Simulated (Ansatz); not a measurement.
**Response to strain in CdSe**

Base system: CdSe in the wurtzite structure (space group P6_3mc, No. 186; a = 4.2475 Å, c = 6.9410 Å).

Strains are applied to the cell and any free atomic positions relax.

Calculations: Ansatz (a first-principles code) LDA, no SOC.

Notes on the quantities. energy relative to the base: free energy F.

```json
[
 {"isotropic strain (%)": "-3", "energy relative to the base (meV/atom)": "44.3"},
 {"isotropic strain (%)": "-2.4", "energy relative to the base (meV/atom)": "27.7"},
 {"isotropic strain (%)": "-1.8", "energy relative to the base (meV/atom)": "?"},
 {"isotropic strain (%)": "-1.2", "energy relative to the base (meV/atom)": "6.6"},
 {"isotropic strain (%)": "-0.6", "energy relative to the base (meV/atom)": "1.6"},
 {"isotropic strain (%)": "0", "energy relative to the base (meV/atom)": "0.0"}
]
```

Fit ΔE = Aε² + Bε³ (ε in %) to the rows shown and predict the withheld row.

Least squares on the printed values gives A = 4.36 and B = -0.19 meV/atom (largest residual 0.0 meV/atom); this predicts 15.2 meV/atom, and the run gives 15.2 meV/atom, in agreement.

Whether these cells are dynamically stable was not tested.
